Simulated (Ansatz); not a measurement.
Structures of equal composition on the (0001) surface of hcp Ru: a layer of Ni in place of the second plane; a layer of Ni in place of the third plane. The slabs share one bottom face, and each structure is named by its start. These are constructed structures in small cells; real faces may alloy, dewet or reconstruct in larger ones, and not all known structures of the face are among them. Slabs of about 11 Å, Fermi-Dirac smearing of 0.1 eV. Bottom of the slabs: a bare face, its two planes held. Relaxed from the named starts with such symmetry as they have, on meshes of like density; energies extrapolated to zero smearing; spin only where a row says so; no spin-orbit coupling, no U. Brackets mark spin-polarised runs, whose order is one that fits the cell.

These are PBE (plane waves to 420 eV, PAW; Ansatz, a quantum-chemistry and plane-wave program) values and carry that method's errors.

Task: Rank these by energy per 1x1 cell (lowest first), as PBE gives it.

Result: a layer of Ni in place of the third plane (0.000 eV [spin start, no net moment]), a layer of Ni in place of the second plane (0.237 eV [spin start, no net moment])
